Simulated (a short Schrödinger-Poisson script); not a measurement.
Stack: gated Al0.33Ga0.67As/GaAs δ-doped gas in a quantum well, at 20 K.

```tsv
layer	material	thickness (nm)	Na (cm⁻³)
1	Al0.33Ga0.67As	20	-
2	Al0.33Ga0.67As	2	-
3	GaAs	10	-
4	Al0.33Ga0.67As	4000	2e14
```

Constants are typed, rounded textbook-type inputs, not results; the design itself was drawn at random and stands for no fabricated device. Al0.33Ga0.67As: permittivity 11.96, conduction-band edge (eV) 0.261, gap (eV) 1.836, electron mass (mₑ) 0.0944, Nv at 300 K (cm⁻³) 9e18. GaAs: permittivity 12.9, conduction-band edge (eV) 0, gap (eV) 1.424, Nv at 300 K (cm⁻³) 9e18.

Channel valleys (confinement mass, in-plane density-of-states mass, number): Γ 0.067, 0.067, 1. At the gate the conduction-band edge of layer 1 lies 1.01 eV − eVg above the Fermi level of the channel; the field vanishes at the back. Sheet of ionised δ-doping: +3.1e12 e/cm² at 20 nm from the gate. The barrier under the gate holds no holes. Gaps are held at their typed values at every temperature. Mesh 0.08 nm at interfaces.

From a short Schrödinger-Poisson script (our own, NumPy): 1D Poisson equation in equilibrium, electrons quantum, Hartree (BenDaniel-Duke, 40 states a valley, the channel's in-plane mass for all, wave functions free to enter the barrier), parabolic valleys, classical holes, full ionisation, no traps, pinning or gate leakage.

List the lowest subbands of each valley and their electrons at Vg = 0.5 V.


```csv
valley,subband,energy from the Fermi level (meV),electrons (cm⁻²),share (%)
Γ,0,-55.9,1.56e12,100.0
Γ,1,31.0,< 1e6,0.0
Γ,2,137.9,< 1e6,0.0
```

All electrons: 1.56e12 cm⁻².
